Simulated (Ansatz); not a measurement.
Consider SiC in the zinc blende structure (space group F-43m, No. 216; a = 4.3563 Å). Axes: x, y, z lie along the cube axes.

Level of theory: r2SCAN/PAW in Ansatz (a first-principles code), no spin-orbit coupling.

Free-standing slabs (2 atom(s) a layer) normal to [110] with 15 Å of vacuum; in-plane cell held at bulk.

One change was made to it. Results:

The band gap falls by 1.45 eV (1.71 eV → 0.26 eV); the excess energy per area of both faces (slab less bulk energy over the cell's area: twice a surface energy) is 6.43 J/m².

Which change produced these results?
(A) 5 layers
(B) 2 layers
(C) 6 layers
(D) 3 layers

A, 5 layers. For comparison, the band gap in the other runs: 3 layers gives zero; 6 layers gives 0.71 eV; 2 layers gives 2.60 eV.

Slab and bulk use different k-meshes, which limits the precision of the excess energy. Stability against distortions was not tested. The final runs are not spin-polarised. The zero or small gap of SiC can change with the level of theory.
